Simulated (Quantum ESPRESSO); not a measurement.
Quantum ESPRESSO run on TaSbO4 (P1, 24 atoms in the cell): self-consistent single point.

Computed with PBEsol, GBRV 1.5 ultrasoft (PBESOL) pseudopotentials (plane waves; Quantum ESPRESSO 7.5).

```yaml
crystal:
  lattice:
    - [5.55312, 0.00000, 0.00000]
    - [0.00000, 11.86571, 0.00000]
    - [0.00000, 0.00000, 4.97034]
  atoms:
    - { symbol: Ta, position: [0.62666, 0.25286, 0.24324] }
    - { symbol: Ta, position: [0.37907, 0.74777, 0.74222] }
    - { symbol: Ta, position: [0.87106, 0.74847, 0.24331] }
    - { symbol: Ta, position: [0.12286, 0.24760, 0.75124] }
    - { symbol: Sb, position: [0.24246, 0.00098, 0.19035] }
    - { symbol: Sb, position: [0.75023, 0.99919, 0.79446] }
    - { symbol: Sb, position: [0.24917, 0.49913, 0.30285] }
    - { symbol: Sb, position: [0.74733, 0.50020, 0.70196] }
    - { symbol: O, position: [0.58398, 0.09422, 0.08023] }
    - { symbol: O, position: [0.42212, 0.90811, 0.91991] }
    - { symbol: O, position: [0.92348, 0.90479, 0.08346] }
    - { symbol: O, position: [0.07630, 0.09296, 0.92046] }
    - { symbol: O, position: [0.57774, 0.40681, 0.41860] }
    - { symbol: O, position: [0.42036, 0.59621, 0.58394] }
    - { symbol: O, position: [0.91503, 0.59586, 0.41662] }
    - { symbol: O, position: [0.08658, 0.40452, 0.58333] }
    - { symbol: O, position: [0.34459, 0.19834, 0.49282] }
    - { symbol: O, position: [0.65819, 0.80084, 0.50755] }
    - { symbol: O, position: [0.15706, 0.80120, 0.49802] }
    - { symbol: O, position: [0.84398, 0.19989, 0.51234] }
    - { symbol: O, position: [0.35307, 0.30359, 0.01237] }
    - { symbol: O, position: [0.65152, 0.69952, 0.99877] }
    - { symbol: O, position: [0.15271, 0.69385, 0.00336] }
    - { symbol: O, position: [0.84447, 0.30308, 0.99856] }
```

Reference input (self-consistent single point, DFT, PBEsol, plane waves, GBRV 1.5 ultrasoft (PBESOL) pseudopotentials): ecutwfc = 40 Ry; ecutrho = 320 Ry; occupations = fixed; potentials = {Ta: ta_pbesol_v1.uspp.F.UPF, Sb: sb_pbesol_v1.4.uspp.F.UPF, O: o_pbesol_v1.2.uspp.F.UPF}; K_POINTS = automatic 3 2 3 0 0 0; nbnd = 108; conv_thr = 1e-09 Ry. This run's input differs from it in these lines:

```diff
@@ -11,4 +11,4 @@
  ntyp = 3
- ecutwfc = 40
- ecutrho = 320
+ ecutwfc = 24
+ ecutrho = 192
  occupations = 'fixed'
```

Output, abridged:

```
     Self-consistent Calculation

     iteration #  1     ecut=    24.00 Ry     beta= 0.70

     negative rho (up, down):  3.743E-01 0.000E+00

     total energy              =   -1816.84779329 Ry
     estimated scf accuracy    <       6.71577225 Ry

     iteration #  2     ecut=    24.00 Ry     beta= 0.70

     negative rho (up, down):  3.761E-01 0.000E+00

     total energy              =   -1816.23592685 Ry
     estimated scf accuracy    <      17.07038375 Ry

     iteration #  3     ecut=    24.00 Ry     beta= 0.70

     negative rho (up, down):  3.748E-01 0.000E+00

     total energy              =   -1819.98739898 Ry
     estimated scf accuracy    <       0.49433682 Ry

   [... 12 blocks of this kind left out ...]

     iteration # 16     ecut=    24.00 Ry     beta= 0.70

     negative rho (up, down):  3.762E-01 0.000E+00

     total energy              =   -1820.04027619 Ry
     estimated scf accuracy    <          3.4E-09 Ry

     iteration # 17     ecut=    24.00 Ry     beta= 0.70

     negative rho (up, down):  3.762E-01 0.000E+00
     End of self-consistent calculation

     highest occupied, lowest unoccupied level (ev):     8.7083   11.6596

!    total energy              =   -1820.04027619 Ry
     estimated scf accuracy    <          5.2E-10 Ry

     convergence has been achieved in  17 iterations

     negative rho (up, down):  3.762E-01 0.000E+00

     Forces acting on atoms (cartesian axes, Ry/au):

     atom    1 type  1   force =    -0.05106225   -0.04810327    0.04145257
     atom    2 type  1   force =    -0.02409226    0.03348435    0.02861478
     atom    3 type  1   force =     0.07665215    0.01982408    0.02315868
     atom    4 type  1   force =     0.01840369    0.00422289   -0.02114773
     atom    5 type  2   force =     0.02680426   -0.02096712    0.04401793
     atom    6 type  2   force =    -0.01789844   -0.00553006    0.01273546
   [... lines left out ...]
     Total force =     0.199351     Total SCF correction =     0.000058
   [... lines left out ...]

     negative rho (up, down):  3.762E-01 0.000E+00
          total   stress  (Ry/bohr**3)                   (kbar)     P=     -931.70
  -0.00623574  -0.00000768   0.00006175         -917.31       -1.13        9.08
  -0.00000768  -0.00641174  -0.00004116           -1.13     -943.20       -6.05
   0.00006175  -0.00004116  -0.00635333            9.08       -6.05     -934.61

   JOB DONE.
```

The run converged in 17 iterations. Against the reference run the free energy goes up by 1.50 eV/atom, the pressure goes from 0.86 to -93.17 GPa, the largest force goes from 2.308 to 2.121 eV/Å and the gap on the mesh goes from 2.938 to 2.951 eV.

The starting cell comes from a database of computed structures (which also holds hypothetical and non-ambient phases and stackings), without a prior relaxation at this level. Its atoms were displaced at random from the sites of space group no. 52. Spin-orbit coupling is off. Forces in this geometry exceed 1 eV/Å. At the lowered cutoff the pressure carries the error of an incomplete plane-wave basis.

Cost on one core of a shared machine: roughly 5 min.
